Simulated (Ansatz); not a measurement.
Defect: Cl-vacancy pair (Cl on one host O site, one O site vacant) in alpha quartz, charge state +1. The step: one O atom jumps into the vacancy from a nearby O site (Cl-vacancy distance between ideal sites 2.63 → 5.06 Å); the atom moves 2.24 Å along (0.38, 0.02, -0.22) of the unit cell; the moving atom starts with neighbours Si at 1.63, Si at 1.64 Å and ends with Si at 1.59, Si at 1.66 Å. DFT values are from Ansatz (plane-wave PAW, 420 eV unless said) in a cell of 72 host sites, spin-restricted, static, with no finite-size correction. The charge state is imposed; whether it is stable for some Fermi level was not computed. Forms of the defect that were not tried may lie lower. For the PBE band: the saddle point's order was not checked.

```csv
Level,Forward barrier (eV),Cost of the band or of the saddle's single point
"PBE, the Γ point alone, band relaxed",3.29,about 50 core-minutes (a rough figure)
"PBE, a 2×2×2 k-point mesh shifted by half a step along c, same geometries",3.30,roughly 3 core-minutes
"r2SCAN at 500 eV, the Γ point alone, same geometries",3.68,about 100 core-seconds (a rough figure)
```

Ansatz is an electronic-structure program.
